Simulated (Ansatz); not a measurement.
The structure below was relaxed with Ansatz (a quantum-chemistry and plane-wave program) PBEsol, no spin-orbit coupling, earlier PAW set, at pressure 30 GPa.

```
CELL_PARAMETERS angstrom
      3.45369     0.00000     0.00000
     -1.72685     2.99099     0.00000
      0.00000     0.00000    17.76792
ATOMIC_POSITIONS crystal
  Te 0.00000 0.00000 0.00000
  Ge 0.66667 0.33333 0.10192
  Ge 0.33333 0.66667 0.89808
  Te 0.33333 0.66667 0.20085
  Te 0.66667 0.33333 0.79915
  Sb 0.00000 0.00000 0.32298
  Sb 0.00000 0.00000 0.67702
  Te 0.66667 0.33333 0.43816
  Te 0.33333 0.66667 0.56184
```

Problem. Find the space group and the Wyckoff positions.

Solution. Space group P-3m1 (No. 164); a = b = 3.454 Å, c = 17.768 Å, α = β = 90.00°, γ = 120.00°

```csv
atom,site,symmetry,x,y,z
Te,1a,-3m.,0.0000,0.0000,0.0000
Ge,2d,3m.,0.6667,0.3333,0.1019
Te,2d,3m.,0.3333,0.6667,0.2008
Sb,2c,3m.,0.0000,0.0000,0.3230
Te,2d,3m.,0.6667,0.3333,0.4382
```

A case with no gap was solved on a k-mesh chosen for an insulator, which is coarse for it. From pressure 30 GPa on, the axis ratios lie over 15 % from the base's, so the cell there is far from its starting form. Load acts through the strain it causes; cell and atoms are relaxed under it. Stability against distortions was not tested. Competing high-pressure phases were not computed. The final runs are not spin-polarised. The cell was made from Ge2Sb2Te5 (space group P-3m1, No. 164) by this change: pressure 30 GPa.
